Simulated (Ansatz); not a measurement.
Take GaCuSe2 in the chalcopyrite structure (space group I-42d, No. 122; a = 5.5700 Å, c = 11.0748 Å) as the base.

Calculations: PBEsol in Ansatz (plane waves to 420 eV, PAW, without spin-orbit coupling).

For the base:

The lattice parameter a is 5.570 Å, the valence-band top at Γ comes out as 0.00, -0.09, -0.09 eV and the band gap comes out as 0.12 eV.

The change: cell and atoms relaxed at a pressure of 15 GPa.

Problem. How does this affect the electron mass?

Solution. The electron mass is 0.079 mₑ along c, 0.085 mₑ across (at Γ).

Problem. How does this affect the lattice parameter a?

Solution. The lattice parameter a drops by 0.266 Å to 5.304 Å.

Problem. Predict the new valence-band top at Γ.

Solution. The valence-band top at Γ (three highest levels, from the VBM) goes from 0.00, -0.09, -0.09 eV to 0.00, -0.10, -0.10 eV.

Problem. What happens to the band gap?

Solution. The band gap rises by 0.69 eV, from 0.12 eV to 0.81 eV.

Load acts through the strain it causes; cell and atoms are relaxed under it. Masses are band curvatures over ±0.01 Å⁻¹ around the edge. No phonon test of stability was made. No other phases were tried under pressure. All final runs are without spin polarisation. A zero or small gap of GaCuSe2 can be the functional's error rather than a property of the material.

Ansatz is a quantum-chemistry and plane-wave program.
